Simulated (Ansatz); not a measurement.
Model glasses of amorphous Ga2O3, 62 to 65 atoms (Ga24O36 before any change). Each row is one cell at a composition chosen by hand, melted whole on the CHGNet potential with the anions pushed apart under 1.9 Å, quenched within some picoseconds, far faster than a real film, and relaxed with PBE, scalar-relativistic without spin-orbit coupling (plane waves to 420 eV, PAW; Ansatz, a first-principles code). Each is the lower in DFT energy of 2 quenches. Cycles of charging and discharging were tried on the cells ahead of these points, and a cell that came back lower was taken. The column on the box says what of it was relaxed with the atoms; held means as the quench left it. Cells that kept moments or hold spare charge are left out.

Formal charges balance in every cell, with the guest at the charge named. Neighbours are the O atoms within a cut-off of 1.2 times the sum of covalent radii (1.1 times for Hf, Zr); the radius is Shannon's ionic radius for that charge at the coordination found, taken on a straight line between listed coordinations where the table lacks it, averaged where a cell holds several guest atoms. The coordination is that of the cell taken. The cells ran without spin polarisation.

```csv
guest,change of the cell,box,cut-off (Å),O neighbours,ionic radius (Å),mean guest-O distance (Å)
B3+,"+2 B, +3 O",shape,1.80,"3, 3",0.01,1.38
Be2+,"+1 Be, +1 O",shape,1.94,4,0.27,withheld
Li1+,"+2 Li, +1 O",volume and shape,2.33,"4, 4",0.59,2.05
Zn2+,"+1 O, +1 Zn",volume and shape,2.26,4,0.60,2.03
Sn4+,"+2 O, +1 Sn",volume and shape,2.46,5,0.62,2.07
Hf4+,"+1 Hf, +2 O",shape,2.65,6,0.71,2.08
Zr4+,"+2 O, +1 Zr",shape,2.65,6,0.72,2.13
Ca2+,"+1 Ca, +1 O",shape,2.90,6,1.00,2.45
K1+,"+2 K, +1 O",volume and shape,3.23,"7, 8",1.48,2.87
```

Task: Fit a straight line of the last column on the one before it through the 8 full rows, and predict the withheld value for Be2+.

Result: Means: x = 0.716, y = 2.133. Slope = Σ(Δx Δy) / Σ(Δx²) = 1.2135 / 1.2014 = 1.010; intercept = 2.133 − (1.010) × 0.716 = 1.410 Å; r.m.s. residual 0.034 Å. Prediction: 1.410 + (1.010) × 0.27 = 1.68 Å. The run gave 1.70 Å, a miss of 0.02 Å, within the residual.

Task: What would hard spheres give for this line?

Result: A slope of 1 and an intercept at the radius of O2−, 1.35 Å for two neighbours to 1.40 Å for six in Shannon's table; the fit has 1.010 and 1.410 Å.
